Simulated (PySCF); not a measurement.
PySCF 2.14.0, WB97X/def2-tzvp, df: Zr(NH2)(H)3 ([NH2][ZrH3]), 7 atoms. The geometry is a generated start, not checked to be a minimum at this level.

```yaml
task: energy
method: wb97x
basis: def2-tzvp
two_electron_scheme: density fitting
mol.max_memory: 3000 MB
mf.max_cycle: 100
mf.conv_tol: 1e-09 (default)
mf.grids.level: 3 (default)
effective_core_potentials: those of the basis set, past Kr
basis_functions: 101
grid_points: 85336
```

```xyz
7

Zr     0.4773    -0.3999     0.5459
N     -0.8149     0.4740    -0.7954
H     -0.7354     0.4024    -1.8166
H     -1.3722     1.3134    -0.5977
H      2.2019    -0.0308    -0.1123
H      0.1058     0.4853     2.1800
H      0.1376    -2.2443     0.5962
```

Charge 0 and multiplicity 1 are set for this test and not shown to be the ground state.

With the defaults (mf.diis = true, mf.level_shift = 0, mf.init_guess = minao, newton = off, mf.diis_space = 8, mf.DIIS = CDIIS) it converges in 13 Fock builds. One run each on 2 threads, 1 BLAS thread, with these changes:
- newton = Hessian by the SCF's own integrals
- mf.init_guess = 1e
- mf.diis = false
- mf.diis_space = 3
- mf.DIIS = ADIIS
- mf.level_shift = 0.1 Hartree
- mf.diis_space = 12
- mf.init_guess = atom
- mf.level_shift = 1 Hartree

**Question.** Which of these changes keep the SCF from converging, or lead it to another solution?

**Answer.** No convergence: mf.diis = false (the run ends without SCF convergence in 100 cycles). The rest reach the solution of the defaults.

```
setting                                      Fock builds             end
-------------------------------------------  -----------  --------------
the defaults                                          13   same solution
mf.init_guess = atom                                  13   same solution
mf.diis_space = 12                                    13   same solution
mf.level_shift = 0.1 Hartree                          14   same solution
mf.diis_space = 3                                     16   same solution
mf.init_guess = 1e                                    18   same solution
mf.DIIS = ADIIS                                       19   same solution
mf.level_shift = 1 Hartree                            29   same solution
newton = Hessian by the SCF's own integrals           33   same solution
mf.diis = false                                      101  no convergence
```

Under newton the count holds the products with the orbital Hessian.
